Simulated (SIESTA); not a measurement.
**A self-consistent single point of PtAl2 (Fm-3m, 3 atoms in the cell) with SIESTA**

Method of the run: GGA PBE, numerical atomic orbitals TZP, PseudoDojo PBE standard norm-conserving potentials (rewritten from UPF to PSML) in SIESTA 5.4.2.

This input was run:

```
# files in the folder: Al.psml Pt.psml (PseudoDojo PBE standard)
SystemName  PtAl2
SystemLabel siesta

NumberOfAtoms                3
NumberOfSpecies              2
%block ChemicalSpeciesLabel
  1 13 Al
  2 78 Pt
%endblock ChemicalSpeciesLabel
LatticeConstant              4.101272 Ang
%block LatticeVectors
     0.000000000    0.707106722    0.707106722
     0.707106722    0.000000000    0.707106722
     0.707106722    0.707106722    0.000000000
%endblock LatticeVectors
AtomicCoordinatesFormat      Ang
%block AtomicCoordinatesAndAtomicSpecies
     1.450018500    1.450018500    1.450018500  1
     4.350055500    4.350055500    4.350055500  1
     0.000000000    0.000000000    0.000000000  2
%endblock AtomicCoordinatesAndAtomicSpecies

XC.functional                GGA
XC.authors                   PBE
PAO.BasisSize                TZP
PAO.EnergyShift              0.01 Ry
MeshCutoff                   400 Ry
%block kgrid.MonkhorstPack
   13   0   0  0.0
    0  13   0  0.0
    0   0  13  0.0
%endblock kgrid.MonkhorstPack
OccupationFunction           FD
ElectronicTemperature        0.1 eV

MaxSCFIterations             150
SCF.Mixer.Method             Pulay
SCF.Mixer.Weight             0.1
SCF.Mixer.History            6
SCF.DM.Tolerance             1.0E-04
Diag.ParallelOverK           true
WriteForces                  true
```

Output, abridged:

```
reinit: Reading from file input.fdf

reinit: System Name: PtAl2
reinit: System Label: siesta

coor:   Atomic-coordinates input format  =     Cartesian coordinates
coor:                                          (in Angstroms)

siesta: Atomic coordinates (Bohr) and species
siesta:      2.74014   2.74014   2.74014  1        1
siesta:      8.22041   8.22041   8.22041  1        2
siesta:      0.00000   0.00000   0.00000  2        3

siesta: System type = bulk

initatomlists: Number of atoms, orbitals, and projectors:      3    59    68

siesta: ******************** Simulation parameters ****************************
redata: Spin configuration                          = none
redata: Time-Reversal Symmetry                      = T
redata: Number of Atomic Species                    =        2
redata: Mesh Cutoff                                 =   400.0000 Ry
redata: Net charge of the system                    =     0.0000 |e|
redata: Min. number of SCF Iter                     =        0
redata: Max. number of SCF Iter                     =      150
redata: SCF convergence failure will abort job
redata: SCF mix quantity                            = Hamiltonian
redata: Mix DM or H after convergence               =   F
redata: Recompute H after scf cycle                 =   F
redata: Mix DM in first SCF step                    =   T
redata: No kicks to SCF
redata: DM Mixing Weight for Kicks                  =     0.5000
redata: Require Harris convergence for SCF          =   F
redata: Harris energy tolerance for SCF             =     0.000100 eV
redata: Require DM convergence for SCF              =   T
redata: DM tolerance for SCF                        =     0.000100
redata: Require EDM convergence for SCF             =   F
redata: EDM tolerance for SCF                       =     0.001000 eV
redata: Require H convergence for SCF               =   T
redata: Hamiltonian tolerance for SCF               =     0.001000 eV
redata: Require (free) Energy convergence for SCF   =   F
redata: (free) Energy tolerance for SCF             =     0.000100 eV
redata: Using DFT-D3 dispersion                     =   F
redata: Using Saved Data (generic)                  =   F
redata: Method of Calculation                       = Diagonalization
redata: Electronic Temperature                      =  1160.4518 K
redata: Number of TDED substeps                     =        3
redata: Dynamics option                             = Single-point calculation
redata: Save all siesta data in one NC              =   F
redata: ***********************************************************************

%block SCF.Mixers
  Pulay
%endblock SCF.Mixers

%block SCF.Mixer.Pulay
  # Mixing method
  method pulay
  variant stable

  # Mixing options
  weight 0.1000
  weight.linear 0.1000
  history 6
%endblock SCF.Mixer.Pulay

DM_history_depth set to one: no extrapolation allowed by default for geometry relaxation
Size of DM history Fstack: 1
Total number of electrons:    24.000000
Total ionic charge:    24.000000

* ProcessorY, Blocksize:    1  60

* Orbital distribution balance (max,min):    59    59

 Kpoints in:         1183 . Kpoints trimmed:         1099

siesta: k-grid: Number of k-points = 1099
siesta: k-points from Monkhorst-Pack grid
siesta: k-cutoff (effective) =    26.658 Ang
siesta: k-point supercell and displacements
siesta: k-grid:    13     0     0      0.000
siesta: k-grid:     0    13     0      0.000
siesta: k-grid:     0     0    13      0.000

diag: Algorithm                                     = D&C
diag: Parallel over k                               =   F
diag: Use parallel 2D distribution                  =   F
diag: Parallel block-size                           = 60
diag: Parallel distribution                         =     1 x     1
diag: Used triangular part                          = Lower
diag: Absolute tolerance                            =  0.100E-15
diag: Orthogonalization factor                      =  0.100E-05
diag: Memory factor                                 =  1.0000

superc: Internal auxiliary supercell:     7 x     7 x     7  =     343
superc: Number of atoms, orbitals, and projectors:   1029  20237  23324

                        Single-point calculation

superc: Internal auxiliary supercell:     7 x     7 x     7  =     343
superc: Number of atoms, orbitals, and projectors:   1029  20237  23324

outcell: Unit cell vectors (Ang):
        0.000000    2.900037    2.900037
        2.900037    0.000000    2.900037
        2.900037    2.900037    0.000000

outcell: Cell vector modules (Ang)   :    4.101272    4.101272    4.101272
outcell: Cell angles (23,13,12) (deg):     60.0000     60.0000     60.0000
outcell: Cell volume (Ang**3)        :     48.7799
new_DM -- step:     1
Initializing Density Matrix...

Attempting to read DM from file... Failed...
DM filled with atomic data:

InitMesh: MESH = 48 x 48 x 48 = 110592
InitMesh: Mesh cutoff (required, used) =   400.000   567.857 Ry

stepf: Fermi-Dirac step function

        iscf     Eharris(eV)        E_KS(eV)     FreeEng(eV)     dDmax    Ef(eV) dHmax(eV)
   scf:    1    -3613.515472    -3664.308478    -3664.372638  1.737966 -2.889489 24.729445
   scf:    2    -3684.938391    -3675.864684    -3675.910984  0.099730 -3.418217 14.193458
   scf:    3    -3683.143446    -3681.085620    -3681.122013  0.166077 -3.962161  1.735713
   scf:    4    -3680.732471    -3681.027184    -3681.062299  0.061879 -4.096347  1.907996
   scf:    5    -3681.204286    -3681.144721    -3681.180559  0.037716 -4.040317  0.367177
   scf:    6    -3681.133088    -3681.144434    -3681.180578  0.010229 -4.013216  0.371586
   scf:    7    -3681.148352    -3681.148307    -3681.184277  0.006350 -4.031632  0.066015
   scf:    8    -3681.148290    -3681.148376    -3681.184382  0.001177 -4.028205  0.022087
   scf:    9    -3681.148413    -3681.148400    -3681.184396  0.000403 -4.028940  0.000174
   scf:   10    -3681.148400    -3681.148400    -3681.184396  0.000005 -4.028930  0.000450

SCF Convergence by DM+H criterion
max |DM_out - DM_in|         :     0.0000053343
max |H_out - H_in|      (eV) :     0.0004499684
SCF cycle converged after 10 iterations

Using DM_out to compute the final energy and forces

siesta: E_KS(eV) =            -3681.1484

siesta: E_KS - E_eggbox =     -3681.1484

siesta: Atomic forces (eV/Ang):
     1   -0.000024   -0.000024   -0.000024
     2    0.000024    0.000024    0.000024
     3    0.000000    0.000000    0.000000
   Tot    0.000000    0.000000    0.000000
   Max    0.000024
   Res    0.000019    sqrt( Sum f_i^2 / 3N )
   Max    0.000024    constrained

Stress tensor Voigt[x,y,z,yz,xz,xy] (kbar):     -112.70     -112.70     -112.70       -0.02       -0.02       -0.02
(Free)E + p*V (eV/cell)    -3677.7530
Target enthalpy (eV/cell)    -3681.1844

siesta: Program's energy decomposition (eV):
siesta: Ebs     =      -689.486345
siesta: Eions   =      5168.280851
siesta: Ena     =       842.552706
siesta: Ekin    =      1060.221094
siesta: Enl     =       238.436444
siesta: Eso     =         0.000000
siesta: Edftu   =         0.000000
siesta: DEna    =        51.940659
siesta: DUscf   =         1.920402
siesta: DUext   =         0.000000
siesta: Ex      =      -660.335740
siesta: Ec      =       -47.603114
siesta: Exc     =      -707.938854
siesta: Eharris =     -3681.148400
siesta: Etot    =     -3681.148400
siesta: FreeEng =     -3681.184396

siesta: Stress tensor (static) (eV/Ang**3):
siesta:    -0.070344   -0.000011   -0.000011
siesta:    -0.000011   -0.070344   -0.000011
siesta:    -0.000011   -0.000011   -0.070344

siesta: Cell volume =         48.779867 Ang**3

siesta: Pressure (static):
siesta:                Solid            Molecule  Units
siesta:           0.00076615          0.00076613  Ry/Bohr**3
siesta:           0.07034430          0.07034289  eV/Ang**3
siesta:         112.70399989        112.70174061  kBar
```

The run converged in 10 iterations.

The starting cell has typed, rounded lattice constants, without a prior relaxation at this level. Its lattice was rescaled by a random factor within 2.5 % of one. Spin polarisation is off. Values carry the incompleteness of an atom-centred basis. With a pressure of about 11 GPa the cell is away from its equilibrium volume at this level.

Cost on one core of a shared machine: roughly 4 min.
